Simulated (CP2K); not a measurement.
Band structure of FeAl (Pm-3m, 2 atoms in the cell).

```xyz
2
Lattice="2.9100 0.0000 0.0000 0.0000 2.9100 0.0000 0.0000 0.0000 2.9100" Properties=species:S:1:pos:R:3 pbc="T T T"
Al     1.4550     1.4550     1.4550
Fe     0.0000     0.0000     0.0000
```

Level of theory: CP2K with PBE, GPW, DZVP-MOLOPT-SR-GTH basis, GTH-PBE potentials (GTH_POTENTIALS).

Settings: CUTOFF = 600 Ry; REL_CUTOFF = 40 Ry; SMEAR/METHOD = FERMI_DIRAC; ELECTRONIC_TEMPERATURE = 1160.45 K; KPOINTS/SCHEME = MONKHORST-PACK 11 11 11; XC_FUNCTIONAL = PBE; Al/BASIS_SET = DZVP-MOLOPT-SR-GTH-q3; Al/POTENTIAL = GTH-PBE-q3; Fe/BASIS_SET = DZVP-MOLOPT-SR-GTH-q16; Fe/POTENTIAL = GTH-PBE-q16; METHOD = GPW; EPS_DEFAULT = 1e-11; EXTRAPOLATION = USE_GUESS; NGRIDS = 5.

The starting cell has typed, rounded lattice constants, without a prior relaxation at this level. Spin polarisation is off. Values carry the incompleteness of an atom-centred basis.

Levels in eV from the Fermi level, bands 6 to 11:
```json
[
 {"point": "Γ", "6": "-2.11", "7": "-2.11", "8": "0.13", "9": "0.13", "10": "0.13", "11": "6.27"},
 {"point": "X", "6": "-5.83", "7": "-1.45", "8": "-0.82", "9": "-0.82", "10": "0.26", "11": "1.20"},
 {"point": "M", "6": "-2.21", "7": "-2.06", "8": "-2.06", "9": "-0.59", "10": "-0.59", "11": "0.80"},
 {"point": "R", "6": "-3.22", "7": "-3.22", "8": "0.84", "9": "0.84", "10": "3.09", "11": "3.09"}
]
```

Bands cross the Fermi level along this path, so the cell is metallic at this level.

Higher empty bands are left out: an atom-centred basis made for the valence describes them poorly.
